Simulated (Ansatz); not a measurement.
The starting structures come from a database of crystals and need not be the phases stable at ambient conditions.

## Evanescent states of AlBO3 (R-3c, not sure to be the ambient phase, 10 atoms a cell, 8.1 Å³ an atom, -7 GPa at this level) along the normal of (001)

The numbers are results of r2SCAN (plane waves, PAW; Ansatz, an electronic-structure program), not measurements.

No gap correction and no spin-orbit coupling; mid-gap values are interpolated between computed energies.

Energies count from the valence-band top; κ is the least over a 12×12 mesh across the current.

```json
[
 {"E (eV)": "0.15", "κ (1/Å)": "0.306", "where": "Γ"},
 {"E (eV)": "0.47", "κ (1/Å)": "0.342", "where": "Γ"},
 {"E (eV)": "0.78", "κ (1/Å)": "0.370", "where": "Γ"},
 {"E (eV)": "1.08", "κ (1/Å)": "0.393", "where": "Γ"},
 {"E (eV)": "1.40", "κ (1/Å)": "0.412", "where": "Γ"},
 {"E (eV)": "1.71", "κ (1/Å)": "0.428", "where": "Γ"},
 {"E (eV)": "2.02", "κ (1/Å)": "0.440", "where": "Γ"},
 {"E (eV)": "2.33", "κ (1/Å)": "0.450", "where": "Γ"},
 {"E (eV)": "2.63", "κ (1/Å)": "0.457", "where": "Γ"},
 {"E (eV)": "2.94", "κ (1/Å)": "0.462", "where": "Γ"},
 {"E (eV)": "3.25", "κ (1/Å)": "0.464", "where": "Γ"},
 {"E (eV)": "3.56", "κ (1/Å)": "0.464", "where": "Γ"},
 {"E (eV)": "3.88", "κ (1/Å)": "0.462", "where": "Γ"},
 {"E (eV)": "4.18", "κ (1/Å)": "0.458", "where": "Γ"},
 {"E (eV)": "4.50", "κ (1/Å)": "0.451", "where": "Γ"},
 {"E (eV)": "4.80", "κ (1/Å)": "0.441", "where": "Γ"},
 {"E (eV)": "5.12", "κ (1/Å)": "0.429", "where": "Γ"},
 {"E (eV)": "5.42", "κ (1/Å)": "0.414", "where": "Γ"},
 {"E (eV)": "5.74", "κ (1/Å)": "0.397", "where": "Γ"},
 {"E (eV)": "6.04", "κ (1/Å)": "0.379", "where": "Γ"},
 {"E (eV)": "6.36", "κ (1/Å)": "0.315", "where": "Γ"},
 {"E (eV)": "6.67", "κ (1/Å)": "0.149", "where": "Γ"}
]
```

**Question.** How thick must the barrier be to attenuate the transmission by 10^6 when the electrodes' Fermi level lies at 4.50 eV, and what attenuation does that film give at 4.18 eV?

**Answer.** d = 6 ln 10 / (2 × 0.451) = 15.3 Å. At 4.18 eV it gives 6 × 0.458/0.451 = 6.1 decades.
